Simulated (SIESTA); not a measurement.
Input and output of a self-consistent single point for KZnF₃ (Pm-3m, 5 atoms in the cell) (SIESTA).

Method of the run: GGA PBE, numerical atomic orbitals TZP, PseudoDojo PBE standard norm-conserving potentials (rewritten from UPF to PSML) run with SIESTA.

```xyz
5
Lattice="3.9937 0.0000 0.0000 0.0000 3.9937 0.0000 0.0000 0.0000 3.9937" Properties=species:S:1:pos:R:3 pbc="T T T"
K      0.0000     0.0000     0.0000
Zn     1.9969     1.9969     1.9969
F      1.9969     0.0000     1.9969
F      0.0000     1.9969     1.9969
F      1.9969     1.9969     0.0000
```

Reference input (self-consistent single point, DFT, GGA PBE, numerical atomic orbitals TZP, PseudoDojo PBE standard norm-conserving potentials (rewritten from UPF to PSML)): XC.functional = GGA; XC.authors = PBE; potentials = PseudoDojo PBE standard; PAO.BasisSize = TZP; PAO.EnergyShift = 0.01 Ry; MeshCutoff = 350 Ry; kgrid.MonkhorstPack = 4 4 4; OccupationFunction = FD; ElectronicTemperature = 116.05 K; MaxSCFIterations = 150; SCF.Mixer.Method = Broyden; SCF.Mixer.Weight = 0.25. This run's input differs from it in these lines:

```diff
@@ -32,5 +32,5 @@
 %block kgrid.MonkhorstPack
-    4   0   0  0.0
-    0   4   0  0.0
-    0   0   4  0.0
+    6   0   0  0.0
+    0   6   0  0.0
+    0   0   6  0.0
 %endblock kgrid.MonkhorstPack
```

The program printed (abridged):

```
        iscf     Eharris(eV)        E_KS(eV)     FreeEng(eV)     dDmax    Ef(eV) dHmax(eV)
   scf:    1    -8485.683330    -8506.400133    -8506.401084  6.554004 -0.139327 30.315181
   scf:    2    -8528.211100    -8519.672183    -8519.672183  0.860544 -3.576328  8.450296
   scf:    3    -8520.871538    -8520.388069    -8520.388069  0.250655 -2.893363  2.888310
   scf:    4    -8520.399072    -8520.393599    -8520.393599  0.004889 -2.941495  2.774277
   scf:    5    -8520.412374    -8520.403056    -8520.403056  0.021139 -3.033055  2.570849
   [... 14 lines left out ...]
   scf:   20    -8520.461633    -8520.461633    -8520.461633  0.000019 -4.232711  0.000050
   scf:   21    -8520.461633    -8520.461633    -8520.461633  0.000014 -4.232706  0.000038
   scf:   22    -8520.461633    -8520.461633    -8520.461633  0.000011 -4.232701  0.000029
   scf:   23    -8520.461633    -8520.461633    -8520.461633  0.000008 -4.232698  0.000022
SCF Convergence by DM+H criterion
max |DM_out - DM_in|         :     0.0000080038
max |H_out - H_in|      (eV) :     0.0000219542
SCF cycle converged after 23 iterations

Using DM_out to compute the final energy and forces

siesta: E_KS(eV) =            -8520.4616

siesta: E_KS - E_eggbox =     -8520.4616

siesta: Atomic forces (eV/Ang):
     1    0.000000    0.000000   -0.000000
     2    0.000000   -0.000000    0.000000
     3   -0.000000    0.000000    0.000000
     4   -0.000000   -0.000000    0.000000
     5   -0.000000    0.000000   -0.000000
   Tot   -0.000000    0.000000   -0.000000
   Max    0.000000
   Res    0.000000    sqrt( Sum f_i^2 / 3N )
   Max    0.000000    constrained

Stress tensor Voigt[x,y,z,yz,xz,xy] (kbar):      -51.30      -51.30      -51.30        0.00        0.00        0.00
   [... lines left out ...]
siesta: FreeEng =     -8520.461633
   [... lines left out ...]
siesta:    -0.032018   -0.000000    0.000000
siesta:     0.000000   -0.032018    0.000000
siesta:     0.000000    0.000000   -0.032018

siesta: Cell volume =         63.698315 Ang**3

siesta: Pressure (static):
siesta:                Solid            Molecule  Units
siesta:           0.00034872          0.00034872  Ry/Bohr**3
siesta:           0.03201835          0.03201835  eV/Ang**3
siesta:          51.29904458         51.29904458  kBar
```

The run converged in 23 iterations. Against the reference run the free energy goes down by 1.7 meV/atom, the pressure goes from 4.95 to 5.13 GPa and the gap on the mesh moves little (4.352 to 4.353 eV).

The starting cell has typed, rounded lattice constants, without a prior relaxation at this level. Its lattice was rescaled by a random factor within 2.5 % of one. Values carry the incompleteness of an atom-centred basis. The basis of the alkali or alkaline-earth atoms may lack their empty d shell, which can raise the gap. With a pressure of about 5 GPa the cell is away from its equilibrium volume at this level.

Cost on one core of a shared machine: roughly 40 s.
